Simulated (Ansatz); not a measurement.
The starting structures come from a database of crystals and need not be the phases stable at ambient conditions.

Tunnelling through a barrier is set by its complex band structure: the current falls as exp(−2κd) with the smallest κ.

Input:

```yaml
crystal:
  lattice:
    - [7.12735, -0.08725, 0.11119]
    - [2.40015, 6.59806, 0.07741]
    - [-2.48668, 1.85378, 5.01789]
  atoms:
    - { symbol: Na, position: [0.13758, 0.52099, 0.81615] }
    - { symbol: Na, position: [0.86242, 0.47901, 0.18385] }
    - { symbol: H, position: [0.89296, 0.86305, 0.27484] }
    - { symbol: H, position: [0.10704, 0.13695, 0.72516] }
    - { symbol: H, position: [0.13695, 0.72058, 0.33694] }
    - { symbol: H, position: [0.86305, 0.27942, 0.66306] }
    - { symbol: H, position: [0.73095, 0.86290, 0.78762] }
    - { symbol: H, position: [0.26905, 0.13710, 0.21238] }
    - { symbol: H, position: [0.65009, 0.73419, 0.60688] }
    - { symbol: H, position: [0.34991, 0.26581, 0.39312] }
    - { symbol: I, position: [0.37933, 0.77738, 0.13657] }
    - { symbol: I, position: [0.62067, 0.22262, 0.86343] }
    - { symbol: O, position: [0.01700, 0.71634, 0.37756] }
    - { symbol: O, position: [0.98300, 0.28366, 0.62244] }
    - { symbol: O, position: [0.77491, 0.71745, 0.77707] }
    - { symbol: O, position: [0.22509, 0.28255, 0.22293] }
```

Space group of this cell: P-1. The cell was relaxed by PBE-D3(BJ); by r2SCAN its mean pressure is -0.5 GPa.

Transport runs along the normal of the first two printed cell vectors.

The gap is the functional's own. No spin-orbit coupling. Mid-gap values are interpolated on the energy grid.

Problem. State the band gap and the smallest decay constant κ at mid-gap according to r2SCAN run with Ansatz (an electronic-structure program).

Solution. Gap 4.41 eV on a 6×6×6 mesh; κ = 0.361 1/Å, at the zone centre.
